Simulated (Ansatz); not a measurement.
The parent structure is BN in the zinc blende structure (space group F-43m, No. 216; a = 3.6247 Å).

(Cell as relaxed with PBE.)

Levels (all Ansatz, an electronic-structure program, PAW): PBE (420 eV, spin-orbit coupling left out); r2SCAN (500 eV, no SOC).

Each level relaxes its own structure.

| base | PBE | r2SCAN |
|---|---|---|
| volume per atom | 5.95 Å³ | 5.88 Å³ |
| lattice parameter a | 362.5 pm | 361.0 pm |
| band gap | 4.46 eV | 5.00 eV |

Modification: every N is replaced by F, then cell and atoms are relaxed.

| quantity | PBE | r2SCAN |
|---|---|---|
| lattice parameter a | 500.3 pm | (withheld) |
| electron mass | 0.60 mₑ along k, 0.78 mₑ across (at X) | (withheld) |
| shift of the gap caused by the change | -3.19 eV | (withheld) |
| band gap | 1.27 eV | (withheld) |
| smallest direct gap | 1.34 eV | (withheld) |

Question: Given the PBE results, estimate those of r2SCAN.

Answer: 
- lattice parameter a, r2SCAN: 499.5 pm
- electron mass, r2SCAN: 0.61 mₑ along k, 0.74 mₑ across (at X)
- shift of the gap caused by the change, r2SCAN: -3.47 eV
- band gap, r2SCAN: 1.54 eV
- smallest direct gap, r2SCAN: 1.61 eV

PBE's lattice parameter a lies 0.75 pm above r2SCAN's (0.1 %); PBE's shift of the gap caused by the change lies 0.274 eV above r2SCAN's; PBE's band gap lies 0.27 eV below r2SCAN's; PBE's smallest direct gap lies 0.27 eV below r2SCAN's. Neither level is exact; r2SCAN is the comparison here, not a measurement.

Effective masses come from finite differences of ±0.01 Å⁻¹. Along k means along the line from Γ to the band edge. Whether these cells are dynamically stable was not tested. As relaxed here, BF is a hypothetical phase, not in the database extracts checked.
